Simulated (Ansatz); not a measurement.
Defect migration in hexagonal La2O3: interstitial Li, charge state +1. The step: Li moves alone to another site; the atom moves 2.49 Å along (0.33, -0.33, 0.17) of the unit cell; the moving atom starts with neighbours O at 1.80, 3 O at 2.00 Å and ends with O at 1.80, 3 O at 2.00 Å. A PBE band in Ansatz (plane-wave PAW, the Γ point alone, 90 host sites, 42 SCF runs with any check of the saddle's order, static, no finite-size correction) gives a forward barrier of 0.63 eV. The saddle point's order was not checked, and it lies on a symmetry element of the cell, where a band can be held. The charge state is imposed; whether it is stable for some Fermi level was not computed. Sites that were not tried may lie lower. The start lies 0.57 eV above the lowest site run (PBE).

Single points at the band's start and saddle point can refine it. Rough cost of one point, in units of the band's mean SCF on the same machine:

```csv
Level,Cost of one point
"PBE, a 2×2×2 k-point mesh shifted by half a step along c",about 8
"r2SCAN at 500 eV, the Γ point alone",about 3
```

Task: Which of these move the barrier by more than 0.1 eV, and how far does each move it?

Result: Not one does. PBE, a 2×2×2 k-point mesh shifted by half a step along c: 0.00 eV; r2SCAN at 500 eV, the Γ point alone: +0.05 eV. Each functional is compared with PBE at the same k-points.

Ansatz is an electronic-structure program.
